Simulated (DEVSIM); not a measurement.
Device: Ti/SiO2/p-Ge capacitor, at 250 K.

| layer (left to right) | material | thickness (nm) | Na (cm⁻³) |
|---|---|---|---|
| 1 | SiO2 | 1.00 | - |
| 2 | Ge | 14000 | 1.8e15 |

Metal gate on the left, work function 4.33 eV. Fixed charge at the semiconductor interface 0 cm⁻² (in units of +e); no interface traps.

Constants are typed, rounded textbook-type inputs, not results; the design itself was drawn at random and stands for no fabricated device. Values at 300 K; Nc and Nv go as T^1.5, mobilities as T to minus their exponent, the gap by Varshni's rule with the affinity fixed.

```tsv
parameter	SiO2	Ge
gap (eV)	9	0.664
affinity (eV)	0.9	4
permittivity	3.9	16
Nc (cm⁻³)	-	1.04e19
Nv (cm⁻³)	-	6e18
Varshni α (eV/K)	-	0.000477
Varshni β (K)	-	235
```

Model (solved in DEVSIM): 1D Poisson equation in equilibrium, Boltzmann statistics, complete ionisation; no quantum confinement or tunnelling. Metal contacts follow the ideal Schottky-Mott rule: no Fermi-level pinning, no interface dipoles.

The temperature was swept, all else fixed.

```csv
temperature (K),threshold voltage (band bending 2φF) (V),flat-band voltage (V),minimum of the low-frequency capacitance (μF/cm²)
250,0.15,-0.18,0.0302
300,0.11,-0.12,0.0404
350,0.07,-0.06,0.0707
400,0.03,-0.01,0.136
450,0.02,0.01,0.254
500,0.03,0.03,0.414
```

From the first row to the last the threshold voltage (band bending 2φF) goes from 0.15 to 0.03. From the first row to the last the flat-band voltage goes from -0.18 to 0.03.
